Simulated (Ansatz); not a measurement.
Amorphous Hf$_{18}$O$_{37}$K$_{2}$, 57 atoms at 8.44 g/cm³, one PBE-relaxed geometry, zone centre. Methods: PBE, scalar-relativistic without spin-orbit coupling (Ansatz, a quantum-chemistry and plane-wave program); r2SCAN, scalar-relativistic without spin-orbit coupling (Ansatz); HSE06, scalar-relativistic without spin-orbit coupling (Ansatz). Plane waves to 420 eV (r2SCAN 500 eV); exact exchange is cut at the cell's faces. At PBE the levels at the filled edge of the gap are localised (band-tail or defect states). All rungs ran without spin polarisation.

Preparation: random packing, a CHGNet melt and quench, and a DFT relaxation. O atoms were pushed apart under 1.9 Å during the dynamics, to hinder bonds among them. The hot cell started wider than the set density and was brought back towards it in steps. It is the lowest in DFT energy of 2 quenches. It is a model cell: composition and starting density were chosen by hand, and all elements were melted together. No dispersion term was used. Its density started from a set value of 8.44 and ended at 8.44 g/cm³. Cooling (nominally 300 K/ps over its main leg) ran many orders faster than in experiment, which tends to leave more defects and strain. A cell of this size samples the disorder only roughly. The volume was held where the preparation left it and the shape relaxed, at a PBE pressure of 0.8 GPa. Stress components on the final sampling reach 0.8 GPa.

The relaxation ran on the zone centre alone. At PBE the level gap is 3.74 eV on a 2×2×2 Γ-centred mesh, and the spacing at the zone centre alone 3.87 eV.

### Question
What zone-centre spacing does r2SCAN give, roughly?

### Answer
4.34 eV (+0.46 eV against PBE).

### Question
What zone-centre spacing does HSE06 give, roughly?

### Answer
5.39 eV (+1.52 eV against PBE).

The highest filled and the lowest empty state spread over these numbers of atoms (participation numbers): PBE: 10.5 and 18.7; r2SCAN: 10.2 and 17.5; HSE06: 9.6 and 20.9.
